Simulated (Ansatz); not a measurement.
## Response to strain in ZnCu

The parent structure is ZnCu in the CsCl type structure (space group Pm-3m, No. 221; relaxed with 0.1 eV smearing).

```
CELL_PARAMETERS angstrom
      2.96420     0.00000     0.00000
      0.00000     2.96420     0.00000
      0.00000     0.00000     2.96420
ATOMIC_POSITIONS crystal
  Zn 0.50000 0.50000 0.50000
  Cu 0.00000 0.00000 0.00000
```

Strains are applied to the cell and any free atomic positions relax.

Level of theory: Ansatz (a first-principles code), PBE, PAW, cutoff 420 eV, no SOC.

Candidates:
(a) isotropic strain −1.00 %
(b) isotropic strain +2.50 %
(c) isotropic strain +2.00 %
(d) isotropic strain +3.00 %
(e) isotropic strain −2.50 %

Notes on the quantities. energy relative to the base: free energy F.

### Question
Order them by energy relative to the base, lowest first.

### Answer
(a) isotropic strain −1.00 % (+4.4 meV/atom), (c) isotropic strain +2.00 % (+15 meV/atom), (b) isotropic strain +2.50 % (+24 meV/atom), (e) isotropic strain −2.50 % (+29 meV/atom), (d) isotropic strain +3.00 % (+34 meV/atom)

No phonon test of stability was made. The final runs are not spin-polarised.
